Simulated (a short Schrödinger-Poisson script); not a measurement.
System: gated Al0.33Ga0.67As/GaAs δ-doped gas in a quantum well, at 300 K.

```tsv
layer	material	thickness (nm)	Na (cm⁻³)
1	Al0.33Ga0.67As	20	-
2	Al0.33Ga0.67As	3	-
3	GaAs	10	-
4	Al0.33Ga0.67As	4000	3e14
```

The device is made up for the run: typed textbook-type constants, with dimensions and the other settings drawn at random. Al0.33Ga0.67As: permittivity 11.96, conduction-band edge (eV) 0.261, gap (eV) 1.836, electron mass (mₑ) 0.0944, Nv at 300 K (cm⁻³) 9e18. GaAs: permittivity 12.9, conduction-band edge (eV) 0, gap (eV) 1.424, Nv at 300 K (cm⁻³) 9e18.

Channel valleys (confinement mass, in-plane density-of-states mass, number): Γ 0.067, 0.067, 1. At the gate the conduction-band edge of layer 1 lies 1.01 eV − eVg above the Fermi level of the channel; the field vanishes at the back. Sheet of ionised δ-doping: +2.8e12 e/cm² at 20 nm from the gate. The barrier under the gate holds no holes. Gaps are held at their typed values at every temperature. Mesh 0.08 nm at interfaces.

Solved with a short Schrödinger-Poisson script written for these runs: 1D Poisson equation in equilibrium, electrons quantum, Hartree plus LDA exchange-correlation (BenDaniel-Duke, 40 states a valley, the channel's in-plane mass for all, wave functions free to enter the barrier), parabolic valleys, classical holes, full ionisation, no traps, pinning or gate leakage.

**Question.** List the lowest subbands of each valley and their electrons at Vg = 0.5 V.

**Answer.** 
| valley | subband | energy from the Fermi level (meV) | electrons (cm⁻²) | share (%) |
|---|---|---|---|---|
| Γ | 0 | -38.9 | 1.23e12 | 92.6 |
| Γ | 1 | 50.5 | 9.58e10 | 7.2 |
| Γ | 2 | 149.5 | 2.22e9 | 0.2 |

All electrons: 1.33e12 cm⁻².
